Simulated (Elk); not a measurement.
Worked example: self-consistent single point of GaCuSeS (I2_12_12_1, 8 atoms in the cell) in Elk.

Computed with Elk with LDA (PW92), all-electron FP-LAPW, Elk's shipped species files, APW+lo basis with extra local orbitals.

```
GaCuSeS
1.0
   -2.73550     2.73909     5.43389
    2.73550    -2.73909     5.43389
    2.73550     2.73909    -5.43389
Ga Cu Se S
2 2 2 2
Direct
  0.13037   0.88037   0.25000
  0.36963   0.61963   0.75000
  0.63620   0.38620   0.25000
  0.86380   0.11380   0.75000
  0.25000   0.49201   0.24201
  0.75000   0.00799   0.25799
  0.49942   0.25000   0.74942
  0.00058   0.75000   0.75058
```

Reference input (self-consistent single point, DFT, PBEsol, all-electron FP-LAPW, Elk's shipped species files, APW+lo basis with extra local orbitals): xctype = 22; rgkmax = 7.5; stype = 3; swidth = 0.000734986 Ha; ngridk = 3 3 3; gmaxvr = 14 1/bohr; nxlo = 2; lorbcnd = true; rmtscf = 0.88; lmaxi = 2. This run's input differs from it in these lines:

```diff
@@ -4,3 +4,3 @@
 xctype
-  22
+  3
```

Output (repeated stretches shortened):

```
│ Self-consistent loop started │
│ Loop number : 1 │
 total energy                :     -12822.4869475
│ Loop number : 2 │
 total energy                :     -12824.9608058
RMS change in Kohn-Sham potential (target) :   0.2647575464     (  0.1000000000E-05)
Absolute change in total energy (target)   :    2.473858290     (  0.1000000000E-03)
│ Loop number : 3 │
 total energy                :     -12830.0293602
RMS change in Kohn-Sham potential (target) :   0.2055988094     (  0.1000000000E-05)
Absolute change in total energy (target)   :    5.687018988     (  0.1000000000E-03)
│ Loop number : 4 │
   [... lines left out ...]
Absolute change in total energy (target)   :   0.5350957308E-03 (  0.1000000000E-03)
│ Loop number : 16 │
 total energy                :     -12837.9534424
RMS change in Kohn-Sham potential (target) :   0.3952045120E-06 (  0.1000000000E-05)
Absolute change in total energy (target)   :   0.1206758279E-03 (  0.1000000000E-03)
│ Loop number : 17 │
 total energy                :     -12837.9534766
RMS change in Kohn-Sham potential (target) :   0.3128427008E-07 (  0.1000000000E-05)
Absolute change in total energy (target)   :   0.6438974924E-04 (  0.1000000000E-03)
Convergence targets achieved

│ Loop number : 18 │

Energies :
 Fermi                       :     0.184045879365
 total energy                :     -12837.9534798

Density of states at Fermi energy :   0.1692606367
 (states/Hartree/unit cell)

Estimated indirect band gap :   0.1042871397E-01
 from k-point      1 to k-point      1
Estimated direct band gap   :   0.1042871397E-01
 at k-point      1

Charges :
 core                        :    116.0000000
 valence                     :    104.0000000
 interstitial                :    15.93216660
 muffin-tins (core leakage)
  species :    1 (Ga)
   atom    1                 :    29.05714328     (  0.3474669391E-02)
   atom    2                 :    29.05714328     (  0.3474669391E-02)
  species :    2 (Cu)
   atom    1                 :    27.63837315     (  0.8315764701E-03)
   [... lines left out ...]
  species :    4 (S)
   atom    1                 :    13.67956110     (  0.4117298692E-03)
   atom    2                 :    13.67956110     (  0.4117298692E-03)
 total in muffin-tins        :    204.0678334
 total calculated charge     :    219.9505769
 total charge                :    220.0000000
 error                       :   0.4942306093E-01

│ Self-consistent loop stopped │
```

The run converged in 18 iterations. The count includes the last loop, which Elk runs after its targets are met. Against the reference run the gap on the mesh goes from 0.348 to 0.284 eV.

The starting cell comes from a database of computed structures (which also holds hypothetical and non-ambient phases and stackings), without a prior relaxation at this level. Spin polarisation is off. Values depend on the basis (sphere radii, cutoffs, local orbitals), which need not be converged.

Cost on one core of a shared machine: roughly 5 min.
